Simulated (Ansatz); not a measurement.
# Effect of isotropic strain −4.76 % on Na

Base system: Na in the bcc (W type) structure (space group Im-3m, No. 229; a = 4.2260 Å; relaxed with 0.1 eV smearing).

One thing is altered: an isotropic linear strain of −4.76 %, atoms relaxed at fixed cell.

Method: r2SCAN (Ansatz, a quantum-chemistry and plane-wave program), no spin-orbit coupling, earlier PAW set. Settings: 22×22×22 k-points, 0.1 eV Fermi–Dirac smearing.

The volume per atom shrinks by 5.14 Å³ to 32.60 Å³ and the space group stays Im-3m (No. 229). The shortest interatomic distance falls by 0.174 Å (3.660 Å → 3.486 Å) and the energy goes up by 21 meV/atom. The pressure goes from zero to 1.5 GPa and the band gap stays zero.

Final structure:

```
Na
1.0
   -2.01244     2.01244     2.01244
    2.01244    -2.01244     2.01244
    2.01244     2.01244    -2.01244
Na
1
Direct
  0.00000   0.00000   0.00000
```

Whether these cells are dynamically stable was not tested.
